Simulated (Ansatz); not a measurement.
The starting structures come from a database of crystals and need not be the phases stable at ambient conditions.

Data:

```
BaBrCl
1.0
    5.06241     0.00000     0.00000
    0.00000    10.28633     0.00000
    0.00000     0.00000     8.14813
Ba Br Cl
4 4 4
Direct
  0.75000   0.59326   0.72826
  0.25000   0.40674   0.27174
  0.25000   0.09326   0.77174
  0.75000   0.90674   0.22826
  0.25000   0.40801   0.86152
  0.75000   0.59199   0.13848
  0.75000   0.90801   0.63848
  0.25000   0.09199   0.36152
  0.75000   0.35246   0.49691
  0.25000   0.64754   0.50309
  0.25000   0.85246   0.00309
  0.75000   0.14754   0.99691
```

Space group of this cell: Pnma. The cell is taken as given; by r2SCAN its mean pressure is -0.9 GPa.

Transport runs along the normal of the first two printed cell vectors.

The gap is the functional's own, uncorrected, and κ follows it; spin-orbit coupling is left out. Mid-gap values are interpolated between the computed energies.

State the band gap and the smallest decay constant κ at mid-gap according to r2SCAN in Ansatz (a first-principles code).

Gap 5.54 eV on a 6×4×4 mesh; κ = 0.395 1/Å, at the zone centre.
